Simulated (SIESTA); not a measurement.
SIESTA run on Y2Ni2Sn (Immm, 5 atoms in the cell): self-consistent single point.

Method of the run: LDA PW92, numerical atomic orbitals DZP, PseudoDojo LDA standard norm-conserving potentials (rewritten from UPF to PSML) (SIESTA).

```yaml
crystal:
  lattice:
    - [-2.13574, 2.79784, 4.14642]
    - [2.13574, -2.79784, 4.14642]
    - [2.13574, 2.79784, -4.14642]
  atoms:
    - { symbol: Y, position: [0.70322, 0.20322, 0.50000] }
    - { symbol: Y, position: [0.29678, 0.79678, 0.50000] }
    - { symbol: Ni, position: [0.71180, 0.50000, 0.21180] }
    - { symbol: Ni, position: [0.28820, 0.50000, 0.78820] }
    - { symbol: Sn, position: [0.00000, 0.00000, 0.00000] }
```

Reference input (self-consistent single point, DFT, GGA PBEsol, numerical atomic orbitals DZP, PseudoDojo PBEsol standard norm-conserving potentials (rewritten from UPF to PSML)): XC.functional = GGA; XC.authors = PBEsol; potentials = PseudoDojo PBEsol standard; PAO.BasisSize = DZP; PAO.EnergyShift = 0.005 Ry; MeshCutoff = 300 Ry; kgrid.MonkhorstPack = 5 5 5; OccupationFunction = FD; ElectronicTemperature = 1578.21 K; MaxSCFIterations = 150; SCF.Mixer.Method = Pulay; SCF.Mixer.Weight = 0.2. This run's input differs from it in these lines:

```diff
@@ -1,2 +1,2 @@
-# files in the folder: Y.psml Ni.psml Sn.psml (PseudoDojo PBEsol standard)
+# files in the folder: Y.psml Ni.psml Sn.psml (PseudoDojo LDA standard)
 SystemName  Y2Ni2Sn
@@ -26,4 +26,4 @@
 
-XC.functional                GGA
-XC.authors                   PBEsol
+XC.functional                LDA
+XC.authors                   PW92
 PAO.BasisSize                DZP
```

Log, with long lists cut:

```
        iscf     Eharris(eV)        E_KS(eV)     FreeEng(eV)     dDmax    Ef(eV) dHmax(eV)
   scf:    1   -13379.359075   -13456.955302   -13457.315755  1.765787 -4.522116 27.207120
   scf:    2   -13379.967059   -13464.773072   -13464.878325  1.141781 -5.688497 23.097874
   scf:    3   -13494.780043   -13483.293205   -13483.451107  0.290698 -5.393968  8.240844
   scf:    4   -13019.312652   -13341.724516   -13342.188254  1.202003 -3.969364 56.348823
   scf:    5   -13520.764238   -13484.976969   -13485.248131  0.928762 -5.161157  6.695828
   [... 7 lines left out ...]
   scf:   13   -13486.877246   -13486.877265   -13487.106374  0.000300 -5.320515  0.002087
   scf:   14   -13486.877246   -13486.877256   -13487.106375  0.000038 -5.320450  0.000401
   scf:   15   -13486.877266   -13486.877261   -13487.106375  0.000038 -5.320389  0.000308
   scf:   16   -13486.877262   -13486.877261   -13487.106375  0.000008 -5.320385  0.000274
SCF Convergence by DM+H criterion
max |DM_out - DM_in|         :     0.0000084657
max |H_out - H_in|      (eV) :     0.0002743878
SCF cycle converged after 16 iterations

Using DM_out to compute the final energy and forces

siesta: E_KS(eV) =           -13486.8773

siesta: E_KS - E_eggbox =    -13486.8773

siesta: Atomic forces (eV/Ang):
     1   -0.000213    0.000006   -0.026571
     2    0.000213    0.000003    0.026571
     3   -0.000150   -0.147445    0.000049
     4    0.000150    0.147443   -0.000049
     5    0.000000   -0.000007    0.000000
   Tot    0.000000    0.000000   -0.000000
   Max    0.147445
   Res    0.054706    sqrt( Sum f_i^2 / 3N )
   Max    0.147445    constrained

Stress tensor Voigt[x,y,z,yz,xz,xy] (kbar):       77.44       63.86       55.20        0.04       -0.03       -0.02
   [... lines left out ...]
siesta: FreeEng =    -13487.106375
siesta: Cell volume =         99.106870 Ang**3
siesta:         -65.50033599        -65.95645466  kBar
   [... lines left out ...]
              1.988   2.000   1.996   2.001   2.001   0.272   0.099   0.140

              0.127   0.152

mulliken: Qtot =       72.000

Mulliken Atomic Populations:
Atom #   charge [q] valence [e]  Species
     1     0.086419   10.913581  Y
     2     0.086419   10.913581  Y
     3     0.325334   17.674666  Ni
     4     0.325327   17.674673  Ni
     5    -0.823500   14.823500  Sn
 Total     0.000000
```

The run converged in 16 iterations. Against the reference run the pressure goes from -3.22 to -6.55 GPa and the largest force goes from 0.098 to 0.147 eV/Å.

The starting cell comes from a database of computed structures (which also holds hypothetical and non-ambient phases and stackings), without a prior relaxation at this level. Spin polarisation is off. Values carry the incompleteness of an atom-centred basis. With a pressure of about -7 GPa the cell is away from its equilibrium volume at this level.

Cost on one core of a shared machine: roughly 2 min.
